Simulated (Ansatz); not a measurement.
**By hand: formation energy of Cu_Mo in Mo (bcc, Im-3m)**

This concerns the formation energy of Cu_Mo in Mo (bcc, Im-3m). Reaction: 63 Mo (bcc) + Cu (fcc) → cell A.

A: a supercell of 64 sites of Mo (bcc, Im-3m) with Cu on a Mo site (8 Mo at 2.75 Å); spin state with PBE: run without spin.

Method: Ansatz (an electronic-structure program), PAW, neutral cells at 0 K with nuclei at rest, on structures from PBE. Ansatz runs with its default PAW set. Other levels take these structures. The lattices are those relaxed with PBE, so at other levels the solids can be strained, which adds to the spread. Larger cells are relaxed from a start prepared with the learned potential CHGNet, on a coarser mesh till forces fall under 0.03 eV/Å, which some starts already meet. A dispersion term (D3(BJ), or D4 for r2SCAN) was computed beside these levels and is taken off wherever the name lacks it. Mesh and cell size may move defect energies by 0.1 eV or more. Cell A has symmetry Im-3m within 0.02 Å and got no random move, so less symmetric positions, which may lie lower, weren't tried.

Total energies of the cells in eV, at zero smearing width. They compare only within one column; the weights balance every element.

| cell | atoms | weight | PBE | r2SCAN+D4 |
|---|---|---|---|---|
| A: Mo:Cu_Mo | 64 | +1 | -318853.68845 | -319601.36472 |
| Mo (bcc) | 64 | −63/64 | -317185.64310 | -317939.04921 |
| Cu (fcc) | 1 | −1 | -6625.17461 | -6631.41888 |

PBE: (-318853.68845) − 63/64 × (-317185.64310) − (-6625.17461) = 1.104 eV.

r2SCAN+D4: (-319601.36472) − 63/64 × (-317939.04921) − (-6631.41888) = 1.306 eV.

What follows from the PBE value: With the reservoirs of the reaction as written, and without entropy terms or charged states, the share of sites that hold the defect in equilibrium is exp(−1.10 eV/k_BT) = 2.9×10^-6 at 1000 K.
